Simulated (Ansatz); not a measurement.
# Point defects in LiTaO3

The reference is a 10-atom supercell of LiTaO3 (space group R3c, No. 161; a = 5.1910 Å, c = 13.9143 Å (hexagonal axes)) at its relaxed geometry.

One neutral defect a cell, atoms relaxed at fixed cell.

All numbers come from Ansatz (a program for electronic structure), PBE, PAW, cutoff 420 eV, without spin-orbit coupling, earlier PAW set.

```tsv
case	largest displacement of a host atom from its site in the perfect cell	pressure
perfect supercell	–	0.0 GPa
Ta on a Li site (antisite)	0.54 Å	…
O interstitial (started 1.83 Å from the nearest host atom)	0.27 Å	…
O vacancy	0.14 Å	…
Li on a Ta site (antisite)	0.82 Å	…
```

Question: Some entries are withheld; estimate them.

Answer: 
- Ta on a Li site (antisite), pressure: 9.0 GPa
- O interstitial (started 1.83 Å from the nearest host atom), pressure: 7.5 GPa
- O vacancy, pressure: 0.3 GPa
- Li on a Ta site (antisite), pressure: 4.6 GPa

The magnetic state is the one reached from the starting moments; the real material's order can differ, and small cells can't hold many antiferromagnetic ones. In so small a cell the defect repeats every few ångströms: this is an ordered compound, not a dilute defect. Seeded moments were not kept for Ta on a Li site (antisite) and O vacancy.
